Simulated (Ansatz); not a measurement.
The starting structures come from a database of crystals and need not be the phases stable at ambient conditions.

Tunnelling through a barrier is set by its complex band structure: the current falls as exp(−2κd) with the smallest κ.

Consider the following.

```
CELL_PARAMETERS angstrom
      5.64181     0.00000     0.00000
      0.00000     7.82230     0.00000
      2.82091    -3.91115     2.83012
ATOMIC_POSITIONS crystal
  La 0.25900 0.99100 0.98200
  La 0.24100 0.50900 0.01800
  Ti 0.72973 0.25000 0.00000
  Ti 0.77027 0.75000 0.00000
  N  0.75000 0.96120 0.50000
  N  0.25000 0.53880 0.50000
  O  0.82999 0.42001 0.84002
  O  0.67001 0.07999 0.15998
  O  0.25000 0.95274 0.50000
  O  0.75000 0.54726 0.50000
```

Space group of this cell: I2_12_12_1. The cell is taken as given; by r2SCAN its mean pressure is -3.0 GPa.

Transport runs along the normal of the first two printed cell vectors.

No gap correction and no spin-orbit coupling; mid-gap values are interpolated between computed energies.

Predict the band gap and the smallest decay constant κ at mid-gap from r2SCAN run with Ansatz (a quantum-chemistry and plane-wave program).

Gap 1.62 eV on a 10×10×10 mesh; κ = 0.205 1/Å, at the zone centre.
